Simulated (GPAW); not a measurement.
Input and output of a relaxation of cell and atoms for Au (Fm-3m, 1 atom in the cell) (GPAW).

Level of theory: PBEsol, GPAW PAW datasets PBEsol (made by gpaw-setup) (plane waves; GPAW).

The change in words: atoms on their sites; ecut: 550 eV → 1100 eV; convergence.density: default → 1e-05 e/electron; optimizer: default → BFGS; fmax: default → 0.03 eV/Å. Reference geometry:
```
Au
1.0
    0.00000     2.03388     2.03388
    2.03388     0.00000     2.03388
    2.03388     2.03388     0.00000
Au
1
Direct
  0.00000   0.00000   0.00000
```

Reference input (self-consistent single point, DFT PBEsol, plane waves, GPAW PAW datasets PBEsol (made by gpaw-setup)): mode = pw; ecut = 550 eV; xc = PBEsol; kpts = 7 7 7; mesh shift (steps) = 0 0 0; occupations.name = fermi-dirac; occupations.width = 0.1 eV; nbands = -5; symmetry.symmorphic = false; symmetry.tolerance = 0.0005; maxiter = 150. This run's input differs from it in these lines:

```diff
@@ -1,2 +1,4 @@
 from ase import Atoms
+from ase.filters import FrechetCellFilter
+from ase.optimize import BFGS
 from ase.units import GPa
@@ -11,3 +13,3 @@
 
-calc = GPAW(mode=PW(550),
+calc = GPAW(mode=PW(1100),
             xc='PBEsol',
@@ -16,2 +18,3 @@
             nbands=-5,
+            convergence={'density': 1e-05},
             symmetry={'symmorphic': False, 'tolerance': 0.0005},
@@ -20,2 +23,10 @@
 atoms.calc = calc
+
+target = FrechetCellFilter(atoms)
+
+opt = BFGS(target, logfile='-')
+converged = opt.run(fmax=0.03, steps=40)
+print('Relaxation converged:', converged)
+print('Cell:', atoms.cell.cellpar().round(4))
+print(atoms.get_scaled_positions().round(5))
```

The program printed (abridged):

```
     iter     time        total  log10-change:
                         energy   eigst   dens
iter:   1 --:--:--    -4.222849
iter:   2 --:--:--    -4.163520   -1.95  -1.31
iter:   3 --:--:--    -3.947854   -1.37  -1.33
iter:   4 --:--:--    -3.909506   -2.92  -1.85
iter:   5 --:--:--    -3.908280   -2.55  -2.08
iter:   6 --:--:--    -3.902158   -3.52  -2.21
iter:   7 --:--:--    -3.902096   -5.47  -2.78
iter:   8 --:--:--    -3.901906c  -4.50  -2.80
iter:   9 --:--:--    -3.901891c  -6.71  -3.75
iter:  10 --:--:--    -3.901890c  -7.94c -4.24
iter:  11 --:--:--    -3.901886c  -7.01  -4.38
iter:  12 --:--:--    -3.901888c  -7.72c -4.48
iter:  13 --:--:--    -3.901888c  -9.94c -5.42c
Converged after 13 iterations.

Dipole moment: (0.000000, 0.000000, 0.000000) |e|*Ang

Energy contributions relative to reference atoms: (reference = -516455.655722)

Kinetic:         -8.828676
Potential:       +7.399502
External:        +0.000000
XC:              -2.657025
Entropy (-ST):   -0.004541
Local:           +0.186583
SIC:             +0.000000
--------------------------
Free energy:     -3.904158
Extrapolated:    -3.901888

Showing only first 2 kpts
 Kpt  Band  Eigenvalues  Occupancy
  0     3      5.24528    2.00000
  0     4      6.80333    2.00000
  0     5      6.80333    2.00000
  0     6     25.80893    0.00000

  1     3      5.67939    2.00000
  1     4      6.32551    2.00000
  1     5      7.01285    2.00000
  1     6     26.74337    0.00000

Fermi level: 9.57046

No gap
   [... lines left out ...]
Occupation numbers: Fermi-Dirac:
Atomic positions and initial magnetic moments
Free energy:     -3.910295
Fermi level: 9.24078
No gap
Occupation numbers: Fermi-Dirac:
Atomic positions and initial magnetic moments
Free energy:     -3.910448
Fermi level: 9.18315
No gap
   [... lines left out ...]
Stress tensor:
    -0.000204     0.000000    -0.000000
     0.000000    -0.000204    -0.000000
    -0.000000    -0.000000    -0.000204

Forces in eV/Ang:
  0 Au    0.00000   -0.00000    0.00000

BFGS:    2 --:--:--       -3.910448        0.003528
Relaxation converged: True
Cell: [ 2.9007  2.9007  2.9007 60.     60.     60.    ]
[[0. 0. 0.]]
Energy (eV): -3.908446
Stress (GPa, Voigt): [-0.0328 -0.0328 -0.0328 -0.     -0.      0.    ]
```

The run converged. GPAW prints stress with tension positive. 

Summary of the result:
- Free energy E − TS (from the program's reference atoms) = -3.9104 eV
- Fermi level (on the code's own zero) = 9.18 eV
- Pressure = 0.03 GPa
- Final cell = a = b = c = 2.9007 Å, α = β = γ = 60.00°
- Final volume per atom = 17.26 Å³
- Relaxation steps = 2

The starting cell has typed, rounded lattice constants, without a prior relaxation at this level. Its lattice was rescaled by up to half a per cent. The relaxation keeps the symmetry of its start, so its end need not be a minimum.
